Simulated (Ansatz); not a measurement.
The parent structure is SnO₂ in the rutile structure (space group P4_2/mnm, No. 136; a = 4.760 Å, c = 3.201 Å). Axes: x, y, z lie along a, b, c of the conventional cell.

Calculations: r2SCAN (Ansatz, a first-principles code; PAW; 500 eV plane waves; spin-orbit coupling left out).

Strains are applied to the cell and any free atomic positions relax; under biaxial strain the out-of-plane vector relaxes too.

One change was made to it. Results:

The band gap decreases by 0.133 eV, from 1.77 eV to 1.63 eV; the shortest interatomic distance goes up by 0.0065 Å to 2.066 Å.

Q: What was done to the base?
A) biaxial strain −2.02 %, plane normal [001], relaxed out of plane
B) strain tensor (xx, yy, zz, yz, xz, xy) = (+2.30, +1.05, −1.29, −0.23, −0.50, +0.56) %
C) biaxial strain +1.36 %, plane normal [001], relaxed out of plane
D) uniaxial strain ε_yy = +3.37 %

A: C, biaxial strain +1.36 %, plane normal [001], relaxed out of plane. For comparison, the shortest interatomic distance in the other runs: strain tensor (xx, yy, zz, yz, xz, xy) = (+2.30, +1.05, −1.29, −0.23, −0.50, +0.56) % gives 2.056 Å; uniaxial strain ε_yy = +3.37 % gives 2.077 Å; biaxial strain −2.02 %, plane normal [001], relaxed out of plane gives 2.020 Å.

Whether these cells are dynamically stable was not tested.
